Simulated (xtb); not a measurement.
xtb 6.7.1, GFN1-xTB: Cd(Cl)(k2OAc)(NH3)2 (CC1[O][Cd](<-[NH3])(<-[NH3])([Cl])<-[O]=1), 17 atoms. The geometry is a generated start, not checked to be a minimum at this level.

```yaml
method: GFN1-xTB
"--acc": 1 (default)
"--etemp (K)": 300 (default)
detailed input (--input): "none: ANC optimiser, Lindh (1995) Hessian, microcycle=20, maxdispl=1.0, hlow=0.01 (default)"
basis_functions: 56
valence_electrons: 48
```

```xyz
17

Cd    -0.3852     0.1521    -0.6413
Cl    -0.9488     2.2959    -1.2336
C      1.5501     0.0803     2.8665
C      0.8232     0.0340     1.5355
O     -0.4183    -0.1292     1.5209
O      1.4916     0.1315     0.4796
H      2.2388     0.9213     2.8713
H      0.8384     0.1620     3.6806
H      2.1270    -0.8358     2.9737
N     -2.6953    -0.5108    -0.7418
H     -3.0728     0.3800    -1.0585
H     -2.9426    -0.6146     0.2388
H     -3.1415    -1.2564    -1.2676
N      0.9498    -0.2381    -2.6103
H      0.6592     0.4965    -3.2525
H      1.0723    -1.1015    -3.1355
H      1.8541     0.0331    -2.2258
```

Charge 0 and multiplicity 1 are set for this test and not shown to be the ground state.

The structure is relaxed from this start with --opt LEVEL for the levels crude, sloppy, loose, lax, normal, tight, vtight, extreme, once each. Up to the end of the extreme run atoms move by at most 0.92 Å along an axis.

### Question
What is the loosest level that ends within 5 meV of the extreme run, and how many cycles does it take?

### Answer
normal: 49 cycles against 149, ending 1.4 meV above.

```tsv
level	cycles	energy above the extreme run (meV)	gradient norm (eV/Å)
crude	4	81	0.34
sloppy	14	15	0.21
loose	16	14	0.13
lax	19	13	0.092
normal	49	1.4	0.017
tight	57	0.82	0.0038
vtight	59	0.81	0.0020
extreme	149	—	0.0022
```
